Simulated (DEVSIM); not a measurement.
Device: illuminated Si n-on-p cell, one wavelength, with a back-surface field, at 350 K.

Layer 1 from the left is Si, thickness (μm) 0.300, Nd (cm⁻³) 8.1e18, τn (s) 1.7e-5, τp (s) 9.4e-5, absorption coefficient (cm⁻¹) 16000. Layer 2 from the left is Si, thickness (μm) 160, Na (cm⁻³) 3.3e16, τn (s) 0.00052, τp (s) 0.00052, absorption coefficient (cm⁻¹) 16000. Layer 3 from the left is Si, thickness (μm) 0.170, Na (cm⁻³) 4.4e17, τn (s) 0.00052, τp (s) 0.00052, absorption coefficient (cm⁻¹) 16000.

Left contact: ohmic, minority hole recombination velocity 1e6 cm/s. Right contact: ohmic, minority electron recombination velocity 80000 cm/s. Voltage is applied to the left contact. Recombination: SRH at mid-gap, radiative, Auger. Light enters at the left, 1.5e18 photons cm⁻² s⁻¹, one pass, no reflection. Mobility is μmin + (μ − μmin)/(1 + (N/Nref)^α).

The device is made up for the run: typed textbook-type constants, with dimensions and the other settings drawn at random. Values at 300 K; Nc and Nv go as T^1.5, mobilities as T to minus their exponent, the gap by Varshni's rule with the affinity fixed.

Si: gap (eV) 1.124, affinity (eV) 4.05, permittivity 11.7, Nc (cm⁻³) 2.86e19, Nv (cm⁻³) 3.1e19, μn (cm²/Vs) 1417, μp (cm²/Vs) 470, μn,min 52, μp,min 45, Nref,n 9.7e16, Nref,p 2.2e17, αn 0.68, αp 0.72, T exponent of μn 2.3, T exponent of μp 2.2, B (cm³/s) 4.7e-15, Cn (cm⁶/s) 2.8e-31, Cp (cm⁶/s) 9.9e-32, Varshni α (eV/K) 0.000473, Varshni β (K) 636.

Model (solved in DEVSIM): 1D drift-diffusion, Boltzmann statistics, complete ionisation; no tunnelling, impact ionisation, image-force lowering or self-heating.

What does the simulation give for the dark forward voltage at 100 A/cm², the share of generated pairs collected at short circuit, the short-circuit current?

dark forward voltage at 100 A/cm² 0.855 V; share of generated pairs collected at short circuit 0.806; short-circuit current 194 mA/cm².
